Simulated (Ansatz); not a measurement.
Inside the gap of an insulator the Bloch states are evanescent, with a wavenumber k + iκ along the transport direction.

Consider the following.

```
CELL_PARAMETERS angstrom
      3.55802     0.00000     0.00000
      0.00000     3.55802     0.00000
      0.00000     0.00000     5.01670
ATOMIC_POSITIONS crystal
  Hf 0.50000 0.50000 0.50000
  Hf 0.00000 0.00000 0.00000
  O  0.00000 0.50000 0.69721
  O  0.00000 0.50000 0.19721
  O  0.50000 0.00000 0.80279
  O  0.50000 0.00000 0.30279
```

Space group of this cell: P4_2/nmc. The cell is strained (lengths along the current scaled by 0.97, ions clamped); by r2SCAN its mean pressure is 12.4 GPa.

Transport runs along the normal of the first two printed cell vectors, the (001) (indices of the unstrained crystal) plane of the conventional cell.

The gap is the functional's own. No spin-orbit coupling. Mid-gap values are interpolated on the energy grid.

Task: Estimate the band gap and the smallest decay constant κ at mid-gap that Ansatz (a program for electronic structure) with r2SCAN returns for this system.

Result: Gap 5.05 eV on a 8×8×6 mesh; κ = 0.377 1/Å, at the zone centre.
